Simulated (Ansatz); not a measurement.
Base system: Rb in the bcc (W type) structure (space group Im-3m, No. 229).

```yaml
crystal:
  lattice:
    - [-2.78750, 2.78750, 2.78750]
    - [2.78750, -2.78750, 2.78750]
    - [2.78750, 2.78750, -2.78750]
  atoms:
    - { symbol: Rb, position: [0.00000, 0.00000, 0.00000] }
```

Method: PBEsol in Ansatz (plane waves to 420 eV, PAW, no spin-orbit coupling), earlier PAW set.

Base values:

The volume per atom is 86.64 Å³.

One thing is altered: full substitution Rb → K; the structure is relaxed again.

Task: Predict the new volume per atom.

Result: The volume per atom shrinks by 15.773 Å³, from 86.64 Å³ to 70.86 Å³.

Stability against distortions was not tested. The final runs are not spin-polarised.

Ansatz is a program for electronic structure.
